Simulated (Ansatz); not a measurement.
A self-consistent single point of CuPd (P4mm, 2 atoms in the cell) with Ansatz (a quantum-chemistry and plane-wave program).

Computed with PBEsol, default PAW files made with PBE (plane waves; Ansatz).

```xyz
2
Lattice="2.9655 0.0000 0.0000 0.0000 2.9655 0.0000 0.0000 0.0000 2.9655" Properties=species:S:1:pos:R:3 pbc="T T T"
Cu     0.0000     0.0000     0.0500
Pd     1.4828     1.4828     1.4828
```

Reference input (self-consistent single point, DFT, PBEsol, plane waves, default PAW files made with PBE): basis.ecutwfc = 420 eV; kpoints.mp_grid.grid = 11 11 11; hamiltonian.xc = pbesol; hamiltonian.pseudopotentials = {kind: paw} (the program's default PAW files); scf.occupations.method = gaussian; scf.occupations.width = 0.1 eV. This run's input differs from it in these lines:

Ansatz 0.2 input:
```diff
@@ -12,3 +12,3 @@
 kpoints:
-  mp_grid: { grid: [11, 11, 11] }
+  mp_grid: { grid: [27, 27, 27] }
 hamiltonian:
```

Output, abridged:

```
SCF iter   1: F=—  HF=-13495.639574 eV  |F-HF|=—  |Δ(HF+E_count)|=         —  Δρ=1.49e-2  dr2=3.36e-2  ethr=1.77e-3  ⟨swp⟩=5.6  Hψ=140428  notcnv=0
all-band conjugate gradients solve this SCF's bands
preconditioner: auto → none
SCF iter   2: F=—  HF=-13495.633217 eV  |F-HF|=—  |Δ(HF+E_count)|=   6.36e-3  Δρ=4.57e-3  dr2=4.25e-3  ethr=9.07e-5  ⟨swp⟩=2.4  Hψ=64734  notcnv=0  defer=2
SCF iter   3: F=—  HF=-13495.632284 eV  |F-HF|=—  |Δ(HF+E_count)|=   9.33e-4  Δρ=9.94e-4  dr2=1.17e-4  ethr=1.15e-5  ⟨swp⟩=2.5  Hψ=52338  notcnv=0  defer=2
SCF iter   4: F=—  HF=-13495.632261 eV  |F-HF|=—  |Δ(HF+E_count)|=   2.37e-5  Δρ=1.99e-4  dr2=7.31e-6  ethr=3.16e-7  ⟨swp⟩=1.3  Hψ=34924  notcnv=0  defer=2
SCF iter   5: F=—  HF=-13495.632231 eV  |F-HF|=—  |Δ(HF+E_count)|=   2.93e-5  Δρ=2.68e-5  dr2=1.03e-7  ethr=1.98e-8  ⟨swp⟩=2.7  Hψ=49497  notcnv=0  defer=2
SCF iter   6: F=-13495.632231 eV  HF=-13495.632231 eV  |F-HF|=6.86e-10  |Δ(HF+E_count)|=   3.53e-8  Δρ=2.00e-6  dr2=6.22e-10  ethr=2.70e-10  ⟨swp⟩=5.2  Hψ=119012  notcnv=0
SCF 1 converged in 6 iterations: F = -13495.632231 eV  dr2 = 6.22e-10
Free energy (F): -13495.632231 eV
Internal energy: -13495.624497 eV  (E = F + TS)
E sigma→0 (E₀):  -13495.628364 eV
Entropy (-TS):   -0.007734 eV (-3.867 meV/atom)
Fermi energy:    18.328304 eV
--- Forces (eV/Å), atoms counted from 1 ---
  atom   1  Cu    -0.00000000     0.00000000    -0.35613134
  atom   2  Pd     0.00000000     0.00000000     0.35613243
--- Stress (GPa, compression-positive) ---
       -0.416836       0.000000      -0.000000
        0.000000      -0.416836       0.000000
       -0.000000       0.000000      -0.656376
  P = ⅓ Tr σ = -0.4967 GPa (-4.967 kbar)
  The stress holds the Pulay correction. Without it, at fixed plane waves, as pw.x and ABINIT print it: P = -0.5804 GPa
```

The run converged in 6 iterations. Against the reference run the free energy goes down by 1.3 meV/atom, the pressure hardly changes (-0.44 to -0.50 GPa) and the largest force moves little (0.357 to 0.356 eV/Å).

The starting cell comes from a database of computed structures (which also holds hypothetical and non-ambient phases and stackings), without a prior relaxation at this level. Its lattice was rescaled by up to half a per cent. One atom was moved a little off its site on purpose. Spin polarisation is off. Ansatz's pressure includes its estimate of the finite-basis (Pulay) stress.

Cost on one core of a shared machine: roughly 50 s.
